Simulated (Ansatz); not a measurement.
**Several settings converged on a (001) slab of WSe2 (cut from a parent of space group no. 194; 6 atoms in the cell)**

```
WSe2
1.0
    3.29640     0.00000     0.00000
   -1.64820     2.85477     0.00000
    0.00000     0.00000    23.87280
W Se
2 4
Direct
  0.66667   0.33333   0.63640
  0.33333   0.66667   0.36360
  0.66667   0.33333   0.43398
  0.33333   0.66667   0.70678
  0.33333   0.66667   0.56602
  0.66667   0.33333   0.29322
```

Base method: PBEsol, default PAW files made with PBE (plane waves; Ansatz, an electronic-structure program).

Base settings: basis.ecutwfc = 420 eV; kpoints.mp_grid.grid = 8 8 1; hamiltonian.xc = pbesol; hamiltonian.pseudopotentials = {kind: paw} (the program's default PAW files); scf.occupations.method = fermi_dirac; scf.occupations.width = 0.05 eV.

The count of work is k-points × plane waves × bands × iterations; it is no time. 

**The vacuum**

The mesh stays at the base's, so the ladder's end is converged at best in this setting alone.

Only quantities that move along the ladder and can be compared are tabulated.

```tsv
vacuum between outermost atoms (Å)	free energy less the last step's (meV/atom)	largest difference of a force vector from the last step's (eV/Å)	count of work / last
3.0	3.45	0.071	0.32
4.0	-0.30	0.023	0.39
5.0	0.22	0.003	0.42
6.0	0.07	0.001	0.45
7.0	0.02	0.000	0.47
8.0	0.01	0.000	0.51
10.0	0.00	0.001	0.56
12.0	0.00	0.000	0.55
14.0	0.00	0.000	0.68
17.0	0.00	0.000	0.76
20.0	0.00	0.001	0.75
25.0	0.00	0.000	0.87
30.0	0.00	0.000	1.0
```

Smallest vacuum between outermost atoms (Å) that holds the free energy within 0.5 meV/atom of the last step, with all finer ones: 4.0, at 0.39 of the last step's count of work; the step before is off by 3.5 meV/atom.

Smallest vacuum between outermost atoms (Å) that holds the forces within 0.01 eV/Å of the last step, with all finer ones: 5.0, at 0.42 of the last step's count of work; the step before is off by 0.023 eV/Å.

**The k-point mesh**

Only quantities that move along the ladder and can be compared are tabulated.

| kpoints.mp_grid.grid | free energy less the last step's (meV/atom) | largest difference of a force vector from the last step's (eV/Å) | count of work / last |
|---|---|---|---|
| 2 2 1 | 355.16 | 0.281 | 0.047 |
| 3 3 1 | 9.26 | 0.259 | 0.070 |
| 4 4 1 | -16.95 | 0.060 | 0.094 |
| 5 5 1 | 0.31 | 0.005 | 0.10 |
| 6 6 1 | 0.68 | 0.004 | 0.15 |
| 7 7 1 | -0.24 | 0.001 | 0.17 |
| 8 8 1 | 0.08 | 0.000 | 0.23 |
| 10 10 1 | -0.02 | 0.000 | 0.33 |
| 11 11 1 | 0.00 | 0.000 | 0.38 |
| 13 13 1 | 0.00 | 0.000 | 0.44 |
| 16 16 1 | 0.00 | 0.000 | 0.70 |
| 18 18 1 | 0.00 | 0.000 | 0.77 |
| 21 21 1 | 0.00 | 0.000 | 1.0 |

Coarsest kpoints.mp_grid.grid that holds the free energy within 0.5 meV/atom of the last step, with all finer ones: 7 7 1, at 0.17 of the last step's count of work; the step before is off by 0.68 meV/atom.

Coarsest kpoints.mp_grid.grid that holds the forces within 0.01 eV/Å of the last step, with all finer ones: 5 5 1, at 0.10 of the last step's count of work; the step before is off by 0.060 eV/Å.

**The plane-wave cutoff**

The mesh stays at the base's, so the ladder's end is converged at best in this setting alone.

Only quantities that move along the ladder and can be compared are tabulated.

```tsv
basis.ecutwfc	free energy less the last step's (meV/atom)	largest difference of a force vector from the last step's (eV/Å)	count of work / last
210 eV	2239.91	0.120	0.14
250 eV	439.68	0.033	0.19
295 eV	46.99	0.010	0.21
355 eV	2.35	0.004	0.27
420 eV	0.96	0.001	0.41
505 eV	0.29	0.001	0.52
630 eV	0.08	0.000	0.65
840 eV	0.00	0.000	1.0
```

Coarsest basis.ecutwfc that holds the forces within 0.005 eV/Å of the last step, with all finer ones: 355 eV, at 0.27 of the last step's count of work; the step before is off by 0.010 eV/Å.

Coarsest basis.ecutwfc that holds the free energy within 0.5 meV/atom of the last step, with all finer ones: 505 eV; the step before is off by 0.96 meV/atom.

On the base run: the starting cell has typed, rounded lattice constants, without a prior relaxation at this level. The slab is cut from that crystal, and its faces are unrelaxed. Its lattice was rescaled by up to half a per cent. Spin polarisation is off.

Left out of this page: 1 run of the series outside the window shown, repeating another row's setting, or not comparable.

Keys are those of Ansatz 0.2.
